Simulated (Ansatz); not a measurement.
## Ge₂Os (C2/m, No. 12; cell taken from a computed entry)

These are PBEsol (plane waves, PAW; Ansatz, a first-principles code) values and carry that method's errors.

Settings: plane-wave cutoff 500 eV, 14×14×6 k mesh (along the axes of the cell as run), Fermi–Dirac smearing 0.05 eV, no spin polarisation, scalar-relativistic PAW data made under PBE.

Cell: relaxed at this level.

```yaml
equilibrium_volume_per_atom: 15.51 Å³/atom
band_gap: none
```

Note: the relaxation could not lower the start's symmetry, so the cell can be a saddle point above a distorted one.

Spin–orbit coupling is not included.

Computing time: around 13 core-minutes (rough).
